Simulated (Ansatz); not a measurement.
The starting structures come from a database of crystals and need not be the phases stable at ambient conditions.

 Where the default PAW files enter, the runs use the earlier of Ansatz's two default sets.

Tunnelling through a barrier is set by its complex band structure: the current falls as exp(−2κd) with the smallest κ.

```yaml
crystal:
  lattice:
    - [3.81118, 0.00000, 0.00000]
    - [-1.90559, 7.18496, 0.00000]
    - [0.00000, 0.00000, 10.04949]
  atoms:
    - { symbol: Zr, position: [0.00000, 0.00000, 0.00000] }
    - { symbol: Zr, position: [0.00000, 0.00000, 0.50000] }
    - { symbol: Tl, position: [0.75100, 0.50200, 0.75000] }
    - { symbol: Tl, position: [0.24900, 0.49800, 0.25000] }
    - { symbol: Cu, position: [0.53728, 0.07456, 0.25000] }
    - { symbol: Cu, position: [0.46272, 0.92544, 0.75000] }
    - { symbol: Se, position: [0.37007, 0.74014, 0.54933] }
    - { symbol: Se, position: [0.62993, 0.25986, 0.45067] }
    - { symbol: Se, position: [0.62993, 0.25986, 0.04933] }
    - { symbol: Se, position: [0.37007, 0.74014, 0.95067] }
    - { symbol: Se, position: [0.93124, 0.86249, 0.25000] }
    - { symbol: Se, position: [0.06876, 0.13751, 0.75000] }
```

Space group of this cell: Cmcm. The cell was relaxed by PBE-D3(BJ); by PBEsol its mean pressure is -0.9 GPa.

Transport runs along the normal of the first two printed cell vectors.

No gap correction and no spin-orbit coupling; mid-gap values are interpolated between computed energies.

Problem. Give the band gap and the smallest decay constant κ at mid-gap that PBEsol in Ansatz (a quantum-chemistry and plane-wave program) yields.

Solution. Gap 0.21 eV on a 8×8×4 mesh; κ = 0.093 1/Å, at the zone centre.
